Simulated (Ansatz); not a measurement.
V_Al+Si_Al in wurtzite AlN (start: the Al site; Al 3.13 Å away; 96-site cell, 2×2×2 shifted sampling). Level of theory: PBE, PAW (plane waves to 420 eV; Ansatz, a quantum-chemistry and plane-wave program). Total energies of the localised charge states, counted from that of charge 0, and their image corrections (point charge with alignment); the host's valence-band maximum lies at 6.942 eV on the cells' energy zero and its gap is 4.03 eV.

```tsv
charge	moment (μB)	E − E(first) (eV)	correction (eV)
0	2.0	0.000	0.019
−1	1.0	7.723	0.425
−2	0.0	15.787	1.253
```

Q: Derive the transition levels above the valence-band maximum and say which of them are thermodynamic.

A: A level is the Fermi energy at which two charges have equal formation energy: ε(q/q′) = [E(q′) + corr(q′) − E(q) − corr(q)] / (q − q′) − E_VBM.
ε(0/−1) = [(7.723 + 0.425) − (0.000 + 0.019)] / 1 − 6.942 = 1.19 eV
ε(−1/−2) = [(15.787 + 1.253) − (7.723 + 0.425)] / 1 − 6.942 = 1.95 eV
Thermodynamic levels at least 0.1 eV inside the gap: (0/−1) at 1.19 eV; (−1/−2) at 1.95 eV. Corrections reach 1.25 eV, so the outer levels may be off by several tenths of an eV. Only the charges listed were compared. The geometries come from one start. Flagged in the runs: a host whose relaxation on this sampling wasn't shown to rest.
